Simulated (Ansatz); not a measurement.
Reference: Nb (Im-3m), PBEsol, rigid bands (plane waves, PAW, scalar-relativistic; Ansatz, a first-principles code); axes and stresses refer to this cell.

```yaml
crystal:
  lattice:
    - [-1.63600, 1.63600, 1.63600]
    - [1.63600, -1.63600, 1.63600]
    - [1.63600, 1.63600, -1.63600]
  atoms:
    - { symbol: Nb, position: [0.00000, 0.00000, 0.00000] }
```

- density of states at the Fermi level per atom = 1.42 states/eV
- Drude plasma energy = 9.4 eV
- resistivity times mean free path = 3.8 ×10⁻¹⁶ Ω·m²

```tsv
Change	density of states at the Fermi level per atom	Drude plasma energy	resistivity times mean free path
hydrostatic pressure -2 GPa	…	9.3 eV	…
hydrostatic pressure 5 GPa	1.38 states/eV	9.6 eV	…
uniaxial stress along [110] of 1 GPa (compression positive)	…	9.4 eV	3.8 ×10⁻¹⁶ Ω·m²
uniaxial stress along [111] of 1 GPa (compression positive)	1.43 states/eV	9.4 eV	3.8 ×10⁻¹⁶ Ω·m²
uniaxial stress zz = -1 GPa (compression positive)	1.43 states/eV	9.4 eV	3.8 ×10⁻¹⁶ Ω·m²
uniaxial stress zz = -2 GPa (compression positive)	1.43 states/eV	9.4 eV	3.8 ×10⁻¹⁶ Ω·m²
```

Question: Fill in the missing entries.

Answer: 
- hydrostatic pressure -2 GPa, density of states at the Fermi level per atom: 1.44 states/eV
- hydrostatic pressure -2 GPa, resistivity times mean free path: 3.9 ×10⁻¹⁶ Ω·m²
- hydrostatic pressure 5 GPa, resistivity times mean free path: 3.7 ×10⁻¹⁶ Ω·m²
- uniaxial stress along [110] of 1 GPa (compression positive), density of states at the Fermi level per atom: 1.43 states/eV

Metals at this level; values at 300 K, both spins, means over directions. As a rough test of the mesh, the Fermi surface's area from every second k point differs by up to 3 %. The product of resistivity and mean free path takes one path for all states. Spin-orbit coupling is left out unless a row names it. Stresses and pressures are the targets of the relaxation.  The structure type is held under load, also where the real crystal would transform.
